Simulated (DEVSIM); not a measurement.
# abrupt Si p-n junction

Device: abrupt Si p-n junction, at 400 K.

| layer (left to right) | material | thickness (μm) | Nd (cm⁻³) | Na (cm⁻³) | τn (s) | τp (s) |
|---|---|---|---|---|---|---|
| 1 | Si | 0.220 | - | 1.1e15 | 4e-6 | 4e-6 |
| 2 | Si | 33.0 | 5e17 | - | 4e-6 | 4e-6 |

Left contact: ohmic. Right contact: ohmic. Voltage is applied to the left contact. Recombination: SRH at mid-gap. Mobility is constant in doping.

Constants are typed, rounded textbook-type inputs, not results; the design itself was drawn at random and stands for no fabricated device. Values at 300 K; Nc and Nv go as T^1.5, mobilities as T to minus their exponent, the gap by Varshni's rule with the affinity fixed.

| parameter | Si |
|---|---|
| gap (eV) | 1.124 |
| affinity (eV) | 4.05 |
| permittivity | 11.7 |
| Nc (cm⁻³) | 2.86e19 |
| Nv (cm⁻³) | 3.1e19 |
| μn (cm²/Vs) | 1417 |
| μp (cm²/Vs) | 470 |
| T exponent of μn | 2.3 |
| T exponent of μp | 2.2 |
| Varshni α (eV/K) | 0.000473 |
| Varshni β (K) | 636 |

DEVSIM, 1D drift-diffusion, Boltzmann statistics, complete ionisation; no tunnelling, impact ionisation, image-force lowering or self-heating.

```
Quantity                                           Result
---------------------------------------------  ----------
Potential step across the device at zero bias     0.574 V
Largest field in the device at zero bias       49000 V/cm
Dark forward voltage at 1 A/cm²                   0.100 V
Dark forward voltage at 100 A/cm²                 0.291 V
```

Dark forward current:

(V (V), J (A/cm²)): (0.05, 0.22); (0.10, 0.99); (0.15, 3.8); (0.20, 13); (0.25, 43); (0.30, 120); (0.35, 290); (0.40, 560); (0.45, 930); (0.50, 1400); (0.55, 1900); (0.60, 2500)

Dark reverse current:

```json
[
 {"V (V)": "-0.04", "J (A/cm²)": "-0.055"},
 {"V (V)": "-0.10", "J (A/cm²)": "-0.085"},
 {"V (V)": "-0.20", "J (A/cm²)": "-0.11"},
 {"V (V)": "-0.30", "J (A/cm²)": "-0.12"},
 {"V (V)": "-0.40", "J (A/cm²)": "-0.14"},
 {"V (V)": "-0.60", "J (A/cm²)": "-0.17"},
 {"V (V)": "-0.80", "J (A/cm²)": "-0.20"},
 {"V (V)": "-1.00", "J (A/cm²)": "-0.23"},
 {"V (V)": "-1.30", "J (A/cm²)": "-0.27"},
 {"V (V)": "-1.60", "J (A/cm²)": "-0.32"},
 {"V (V)": "-2.00", "J (A/cm²)": "-0.38"}
]
```
